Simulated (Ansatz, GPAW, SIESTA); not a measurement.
Code comparison for RbCrSe2 (R3m, 4 atoms in the cell)

Self-consistent single point.

```yaml
crystal:
  lattice:
    - [1.92733, 1.11274, 7.74430]
    - [-1.92733, 1.11274, 7.74430]
    - [0.00000, -2.22549, 7.74430]
  atoms:
    - { symbol: Rb, position: [0.16592, 0.16592, 0.16592] }
    - { symbol: Cr, position: [0.99775, 0.99775, 0.99775], spin: 3.0 }
    - { symbol: Se, position: [0.38859, 0.38859, 0.38859] }
    - { symbol: Se, position: [0.60744, 0.60744, 0.60744] }
```
(The spins are starting values, not results.)

Shared settings, as Ansatz (a quantum-chemistry and plane-wave program) writes them: kpoints.mp_grid.grid = 4 4 4; scf.occupations.method = fermi_dirac; scf.occupations.width = 0.01 eV. Potentials and cutoffs stand in the table.

```csv
code,model,pressure (GPa),largest force (eV/Å),gap on the mesh (eV),size of the net moment (μB/atom),cutoff
GPAW,"LDA (Perdew-Wang 92), GPAW PAW datasets LDA (gpaw-data 1.0.1)",-4.53,0.443,0.884,0.75,850 eV
SIESTA,"LDA PW92, numerical atomic orbitals DZP, PseudoDojo LDA standard norm-conserving potentials (rewritten from UPF to PSML)",-3.50,0.251,0.763,0.75,grid 350 Ry
Ansatz,"LDA (PW92), PAW files made with PBE",-4.54,0.434,0.901,0.75,default
```

Size of the force on each atom (eV/Å): Sizes of forces hide their directions.

```csv
code,Rb1,Cr2,Se3,Se4
GPAW,0.026,0.013,0.443,0.430
SIESTA,0.014,0.006,0.251,0.244
Ansatz,0.026,0.013,0.434,0.420
```

Gaps are read on the mesh.

On Ansatz's run: with one magnetic atom in the cell only a parallel order is possible.

The spread over the programs that give each value: pressure within 1.04 GPa; largest force within 0.192 eV/Å; gap on the mesh within 0.138 eV; size of the net moment within 0.00 μB/atom.

SIESTA uses small atom-centred bases, whose incompleteness enters pressures, forces and empty levels differently from a plane-wave cutoff. Ansatz's pressure is given at a fixed set of plane waves, as the other plane-wave codes print theirs. In the pressure, SIESTA (by 1.04) lies more than 1 GPa from the median of the plane-wave programs. In the gap, SIESTA (by 0.129) lies more than 0.12 eV from the median of the plane-wave programs. In the force vectors, SIESTA (by 0.188) lies more than 0.08 eV/Å from the median of the plane-wave programs.

The starting cell comes from a database of computed structures (which also holds hypothetical and non-ambient phases and stackings), without a prior relaxation at this level.

Keys are those of Ansatz 0.2.
